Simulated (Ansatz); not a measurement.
Functionals compared on the (113) surface of germanium, 1 pair of surface atoms bonded, no caps (bottom of the slab: built like the top, H on every dangling bond, free), in Ansatz (plane waves, PAW). The structure was relaxed with PBE; the other rows are single points on it. Cutoff 420 eV (500 eV for r2SCAN).

Set-up: 32 atoms, 12.6 Å thick at the start with caps and adatoms (thin: gaps and levels are the slab's own); mesh 4x4x1; 0.025 eV smearing; dipole correction on; 4 atoms held, the rest relaxed; no symmetry held; no spin, no spin-orbit, no U. In PBE it is, or lies within 0.01 eV a 1x1 cell of, the lowest of the 2 structures of its composition computed so far; larger cells were not tried. These notes are the PBE run's.

```csv
functional,gap of the slab on its k-mesh (eV),highest filled level below the top vacuum level (eV),rough cost of the single point
PBE,0.36,4.63,–
r2SCAN,…,…,about 9 core-minutes (a rough figure)
```

What belongs in the gaps?


- r2SCAN, gap of the slab on its k-mesh (eV): 0.50
- r2SCAN, highest filled level below the top vacuum level (eV): 4.85

Ansatz is an electronic-structure program.
